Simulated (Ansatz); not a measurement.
Ca₃P₂ (Pm-3m, No. 221, 5 atoms in the cell; start mp-1013547) was calculated with PBE0 (plane waves, PAW; Ansatz, a first-principles code).

Run with plane-wave cutoff 460 eV, 4×4×4 k mesh, Fermi–Dirac smearing 0.01 eV, scalar-relativistic PAW data made under PBE.

The cell is the one relaxed with PBEsol. Conventional cell: a = 5.2420 Å, b = 5.2420 Å, c = 5.2420 Å, α = 90.00°, β = 90.00°, γ = 90.00°.

```
Ca3P2
1.0
    5.24195     0.00000     0.00000
    0.00000     5.24195     0.00000
    0.00000     0.00000     5.24195
Ca P
3 2
Direct
  0.00000   0.50000   0.50000
  0.50000   0.00000   0.50000
  0.50000   0.50000   0.00000
  0.00000   0.00000   0.00000
  0.50000   0.50000   0.50000
```

### Question
List the 20 lowest band energies at Γ above −25 eV (eV, relative to the valence band maximum), grouping those that round alike.

### Answer
At Γ: -24.18 (×3), -24.04 (×3), -23.98 (×3), -11.41, -9.38, -2.06 (×3), 0.00 (×3), 1.58, 2.24 (×2).

Note: the run warned that its exchange threshold was loose for the stress; cell and atoms aren't relaxed at this level (pressure 1.3 GPa).

A start named mp-… is a Materials Project structure, which need not be a measured phase.
